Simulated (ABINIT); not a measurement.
**Several settings converged on Au (Fm-3m, 1 atom in the cell)**

```
CELL_PARAMETERS angstrom
      0.00000     2.03388     2.03388
      2.03388     0.00000     2.03388
      2.03388     2.03388     0.00000
ATOMIC_POSITIONS crystal
  Au 0.00000 0.00000 0.00000
```

Base method: PBEsol, norm-conserving pseudopotentials (PseudoDojo nc-sr-04 PBEsol standard) (plane waves; ABINIT 10.0.3).

Base settings: pseudos = [Au.upf]; ecut = 38 Ha; ixc = -116133; occopt = 3; tsmear = 0.00367493 Ha; ngkpt = 8 8 8; nshiftk = 1; shiftk = 0 0 0; potentials = PseudoDojo nc-sr-04 PBEsol standard; nband = 15.

The count of work is k-points × plane waves × bands × iterations; it is no time. Core times come from one kind of shared machine, to one figure; runs under 30 s give none.

**The k-point mesh at a smearing width of 0.02 eV**

In this ladder: tsmear = 0.00073499 Ha.

Only quantities that move along the ladder and can be compared are tabulated.

```tsv
ngkpt	free energy less the last step's (meV/atom)	pressure (GPa)	count of work / last	core time / last (rough)
5 5 5	-108.89	0.96	0.016	–
6 6 6	74.56	3.02	0.025	–
7 7 7	-53.21	1.38	0.031	–
9 9 9	-25.29	1.53	0.055	–
10 10 10	21.76	2.05	0.073	–
15 15 15	-0.71	1.41	0.21	0.4
18 18 18	-1.31	1.69	0.31	0.4
22 22 22	-1.46	1.53	0.59	0.7
27 27 27	0.00	1.53	1.0	1
```

Coarsest ngkpt that holds the pressure within 0.05 GPa of the last step, with all finer ones: 22 22 22; the step before is off by 0.16 GPa.

Coarsest ngkpt that holds the free energy within 5 meV/atom of the last step, with all finer ones: 15 15 15, at 0.21 of the last step's count of work and about 0.4 of the last step's time; the step before is off by 22 meV/atom.

**The k-point mesh at a smearing width of 0.3 eV**

In this ladder: tsmear = 0.0110248 Ha.

Only quantities that move along the ladder and can be compared are tabulated.

```csv
ngkpt,free energy less the last step's (meV/atom),pressure (GPa),count of work / last,core time / last (rough)
5 5 5,-108.66,0.31,0.016,–
6 6 6,47.94,2.97,0.025,–
7 7 7,-31.28,1.25,0.031,–
9 9 9,-8.16,1.65,0.062,–
10 10 10,4.91,2.00,0.073,–
15 15 15,-0.04,1.83,0.21,0.3
18 18 18,-0.07,1.84,0.31,0.4
22 22 22,-0.03,1.84,0.59,0.7
27 27 27,0.00,1.84,1.0,1
```

Coarsest ngkpt that holds the pressure within 0.5 GPa of the last step, with all finer ones: 9 9 9, at 0.062 of the last step's count of work; the step before is off by 0.59 GPa.

Coarsest ngkpt that holds the free energy within 0.5 meV/atom of the last step, with all finer ones: 15 15 15, at 0.21 of the last step's count of work and about 0.3 of the last step's time; the step before is off by 4.9 meV/atom.

**The width of Gaussian smearing**

In this ladder: occopt = 7; ngkpt = 13 13 13.

Narrow widths need finer meshes than wide ones, so the last steps can hold mesh noise.

Only quantities that move along the ladder and can be compared are tabulated; pressure and forces are left out, as mesh noise rules them at narrow widths.

| tsmear | free energy less the last step's (meV/atom) |
|---|---|
| 0.0367493 Ha | -67.85 |
| 0.0183747 Ha | -15.40 |
| 0.0110248 Ha | -5.45 |
| 0.00734986 Ha | -2.52 |
| 0.00367493 Ha | -0.70 |
| 0.00183747 Ha | 0.00 |

Widest tsmear that holds the free energy within 5 meV/atom of the last step, with all finer ones: 0.00734986 Ha; the step before is off by 5.4 meV/atom.

On the base run: the starting cell has typed, rounded lattice constants, without a prior relaxation at this level. Its lattice was rescaled by up to half a per cent.

Left out of this page: 2 runs of the series outside the window shown, repeating another row's setting, or not comparable.
